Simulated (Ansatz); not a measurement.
Defect migration in fcc Cu: Ru-vacancy pair (Ru on one host Cu site, one Cu site vacant), neutral cell. All values below come from PBE, PAW (plane waves to 420 eV; Ansatz, a first-principles code).

Cell of 32 host sites held at the relaxed PBE lattice; a 3×3×3 k-point mesh shifted by half a step; Fermi-Dirac width 0.10 eV, spin-restricted; finite-size errors left in. Energies are static. Forms of the defect that were not tried may lie lower. The start lies 0.13 eV above the lowest site run (PBE).

Barriers: single points on a 5×5×5 k-point mesh shifted by half a step at the bands' geometries.

Relaxed starting cell (atoms counted from 1):

```
Cu30Ru
1.0
    7.26000     0.00000     0.00000
    0.00000     7.26000     0.00000
    0.00000     0.00000     7.26000
Ru Cu
1 30
Cartesian
 -0.00942   0.04270   0.05731
 -0.00966   0.03165   3.60809
 -0.00949   3.59459   0.04255
 -0.01093   3.61928   3.63547
  3.61869  -0.00133   0.01340
  3.62043   0.00282   3.64127
  3.61999   3.62740   0.01802
  3.62079   3.62283   3.63616
 -0.01013   1.82913   5.44985
 -0.00998   5.43567   1.84401
 -0.01017   5.45990   5.47370
  3.62004   1.81887   1.83145
  3.62008   1.81643   5.45137
  3.61986   5.43547   1.83053
  3.62034   5.44158   5.45573
  1.81236   0.01700   1.84363
  1.80895   0.00490   5.44042
  1.78177   3.60557   1.83317
  1.80043   3.62555   5.45451
  5.42743   0.01707   1.84207
  5.43129   0.00539   5.44117
  5.45771   3.60665   1.83173
  5.44056   3.62497   5.45488
  1.81226   1.82865   0.02949
  1.78617   1.81826   3.62466
  1.80872   5.42608   0.02116
  1.79927   5.43972   3.63786
  5.42777   1.82817   0.02898
  5.45404   1.81775   3.62264
  5.43131   5.42694   0.02048
  5.44064   5.44135   3.63760
```

End state 1 differs by these moves (Å; atoms that move under 0.08 Å are left out):

| atom | element | Δx | Δy | Δz |
|---|---|---|---|---|
| 3 | Cu | 0.00 | -1.75 | 1.78 |

Q: Predict the forward and backward barriers to end state 1 from PBE, PAW.

A: forward 0.66 eV, backward 0.78 eV; at the saddle point atom 3 has neighbours 4 Cu at 2.37, 2 Cu at 2.79, Cu at 2.83; Ru at 2.78 Å. The saddle point's order was not checked, and it lies on a symmetry element of the cell, where a band can be held.
